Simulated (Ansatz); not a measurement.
Defect migration in monoclinic ZrO2 with all lengths changed by +1 %: interstitial Na, charge state +1. Level of theory: PBE, PAW (plane waves to 420 eV; Ansatz, a first-principles code).

Settings: 96 host sites, the strained lattice (strain from the relaxed PBE one, atoms relaxed), the Γ point alone, smearing 0.01 eV, spin-restricted, no image-charge correction. No zero-point or tunnelling terms. The charge state is imposed; whether it is stable for some Fermi level was not computed. Sites that were not tried may lie lower.

Barriers: single points on a 2×2×2 k-point mesh shifted by half a step at the bands' geometries.

Relaxed starting cell (atoms counted from 1):

```xyz
97
Lattice="10.4825 0.0000 0.0000 0.0000 10.5884 0.0000 -1.8252 0.0000 10.7109" Properties=species:S:1:pos:R:3 pbc="T T T"
Zr     0.7887     2.4128     3.8299
Zr    -0.1519     2.3970     9.1847
Zr     0.7847     7.7052     3.8218
Zr    -0.1418     7.6721     9.1657
Zr     6.0450     2.4144     3.7770
Zr     5.1305     2.4139     9.1435
Zr     6.0401     7.7017     3.7960
Zr     5.0800     7.7119     9.1632
Zr     3.5397     2.8854     1.5653
Zr     2.6426     2.9955     6.8775
Zr     3.5073     8.1247     1.6095
Zr     2.6008     8.1018     6.9132
Zr     8.7693     2.8913     1.5395
Zr     7.8686     2.9137     6.9106
Zr     8.7711     8.1641     1.5377
Zr     7.8712     8.1801     6.9127
Zr     3.0982     5.0671     4.2101
Zr     2.1631     5.0435     9.5949
Zr     3.0982    10.3254     4.2503
Zr     2.0121    10.3068     9.8109
Zr     8.3257     5.0512     4.2165
Zr     7.3910     5.0627     9.5761
Zr     8.3598    10.3515     4.1874
Zr     7.4103    10.3470     9.5728
Zr     1.1859     0.2319     1.2053
Zr     0.2906     0.2437     6.5259
Zr     1.2263     5.5231     1.1301
Zr     0.3151     5.5341     6.4817
Zr     6.4995     0.2386     1.1039
Zr     5.7371     0.2444     6.3841
Zr     6.4815     5.5296     1.1222
Zr     5.5998     5.5567     6.4794
O     -0.4094     0.9254     4.5857
O     -1.3600     0.9255     9.9607
O     -0.4565     6.2356     4.5772
O     -1.3709     6.2213     9.9298
O      4.8383     0.9201     4.5411
O      3.8543     0.9037     9.8758
O      4.8059     6.2380     4.5646
O      3.8702     6.2246     9.9316
O      4.7740     4.3465     0.7784
O      3.8640     4.4151     6.1221
O      4.7520     9.6320     0.8370
O      3.9420     9.6037     6.1096
O     10.0125     4.3496     0.7724
O      9.1087     4.3634     6.1295
O      9.9865     9.6560     0.7955
O      9.0997     9.6568     6.1363
O      4.3268     3.5799     3.4575
O      3.4161     3.5867     8.8010
O      4.3202     8.8576     3.4668
O      3.3672     8.8765     8.8385
O      9.5615     3.5880     3.4555
O      8.6458     3.5981     8.8080
O      9.5718     8.8750     3.4558
O      8.6549     8.8753     8.8229
O     -0.0100     1.7148     1.9224
O     -0.9163     1.7227     7.2606
O      0.0135     7.0007     1.9000
O     -0.9082     7.0012     7.2605
O      5.2585     1.7122     1.8714
O      4.4627     1.8271     7.1592
O      5.2414     6.9885     1.9038
O      4.3263     7.0002     7.2545
O      1.5078     3.9302     5.1963
O      0.5901     3.8870    10.5601
O      1.5174     9.2023     5.2466
O      0.5073     9.1595    10.6519
O      6.7350     3.9478     5.1967
O      5.8176     3.9325    10.5466
O      6.7639     9.2590     5.1745
O      5.8138     9.2295    10.5379
O      2.8129     1.2971     0.2413
O      1.9626     1.3364     5.6291
O      2.8297     6.6110     0.1563
O      1.9161     6.6259     5.5063
O      8.0656     1.3621     0.1242
O      7.2352     1.3850     5.4591
O      8.0646     6.6515     0.1513
O      7.1647     6.6798     5.5076
O      2.3558     1.2913     2.8981
O      1.4160     1.2755     8.2856
O      2.3836     6.5955     2.8395
O      1.4664     6.5893     8.1811
O      7.6313     1.2804     2.7962
O      6.7462     1.2915     8.1591
O      7.6194     6.5767     2.8259
O      6.6992     6.6031     8.1832
O      1.9553     4.0189     2.5254
O      1.0457     4.0293     7.8721
O      1.9385     9.3024     2.5806
O      1.0403     9.3157     7.9261
O      7.1921     4.0012     2.5131
O      6.2870     4.0336     7.8806
O      7.2006     9.2992     2.5014
O      6.2950     9.3235     7.8561
Na     3.2349     0.2398     7.6547
```
Cell charge +1.

End state 1 differs by these moves (Å; atoms that move under 0.08 Å are left out):

```json
[
 {"atom": "8", "element": "Zr", "Δx": "0.02", "Δy": "-0.12", "Δz": "0.03"},
 {"atom": "10", "element": "Zr", "Δx": "0.02", "Δy": "-0.12", "Δz": "0.03"},
 {"atom": "20", "element": "Zr", "Δx": "-0.01", "Δy": "0.03", "Δz": "-0.13"},
 {"atom": "30", "element": "Zr", "Δx": "-0.01", "Δy": "0.03", "Δz": "-0.13"},
 {"atom": "38", "element": "O", "Δx": "-0.05", "Δy": "0.08", "Δz": "0.08"},
 {"atom": "44", "element": "O", "Δx": "-0.05", "Δy": "0.08", "Δz": "0.08"},
 {"atom": "52", "element": "O", "Δx": "-0.09", "Δy": "-0.12", "Δz": "0.07"},
 {"atom": "62", "element": "O", "Δx": "-0.09", "Δy": "-0.12", "Δz": "0.07"},
 {"atom": "72", "element": "O", "Δx": "-0.03", "Δy": "0.02", "Δz": "-0.10"},
 {"atom": "74", "element": "O", "Δx": "-0.03", "Δy": "0.02", "Δz": "-0.10"},
 {"atom": "82", "element": "O", "Δx": "0.03", "Δy": "-0.01", "Δz": "-0.07"},
 {"atom": "96", "element": "O", "Δx": "0.03", "Δy": "-0.01", "Δz": "-0.07"},
 {"atom": "97", "element": "Na", "Δx": "1.27", "Δy": "-0.48", "Δz": "0.76"}
]
```

What forward and backward barriers to end state 1 does PBE, PAW give?

forward 0.14 eV, backward 0.14 eV; at the saddle point atom 97 has neighbours 2 O at 2.10, 2 O at 2.12, 2 O at 2.69; 2 Zr at 2.59 Å. The saddle point's order was not checked, and it lies on a symmetry element of the cell, where a band can be held.

End state 2 differs by these moves (Å; atoms that move under 0.08 Å are left out):

```csv
atom,element,Δx,Δy,Δz
6,Zr,0.15,-0.02,-0.08
9,Zr,-0.16,0.04,0.21
10,Zr,0.00,-0.09,0.05
11,Zr,0.03,0.06,-0.05
12,Zr,0.04,0.06,-0.03
17,Zr,-0.05,0.04,0.08
18,Zr,-0.02,0.09,-0.01
20,Zr,0.18,-0.07,-0.26
30,Zr,-0.15,-0.02,0.07
38,O,0.15,-0.09,-0.04
43,O,0.03,0.01,-0.07
44,O,-0.07,0.05,0.02
50,O,0.07,0.04,-0.02
52,O,0.04,-0.06,-0.04
62,O,-0.08,-0.10,0.06
68,O,0.08,0.04,-0.10
74,O,-0.06,0.02,-0.06
82,O,0.09,0.03,0.02
89,O,-0.08,0.05,0.09
97,Na,-0.45,2.16,2.68
```

What is the computed forward and backward barriers to end state 2 (PBE, PAW)?

forward 2.21 eV, backward 2.21 eV; at the saddle point atom 97 has neighbours O at 1.97, O at 2.00, O at 2.10, O at 2.14; Zr at 2.43 Å. The saddle point's order was not checked.
